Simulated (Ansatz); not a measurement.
LaC₂ (I4/mmm, No. 139) was calculated with LDA (plane waves, PAW; Ansatz, a program for electronic structure).

Run with plane-wave cutoff 520 eV, 20×20×20 k mesh, Fermi–Dirac smearing 0.05 eV, scalar-relativistic PAW data made under PBE.

Computed at the level's own relaxed cell.

Q: Estimate the lattice constant a, c axis length and bulk modulus B0 that the calculation returns.

A: 
- lattice constant a: 3.860 Å
- c axis length: 6.494 Å
- bulk modulus B0: 105 GPa

The run finds no gap.

Note: the bulk modulus is −V dP/dV from two relaxed cells at ±2 % in volume.

Spin–orbit coupling is not included; it can open a gap where bands touch, and shift volumes and moduli.

The computed numbers hold no vibrational or temperature effects.
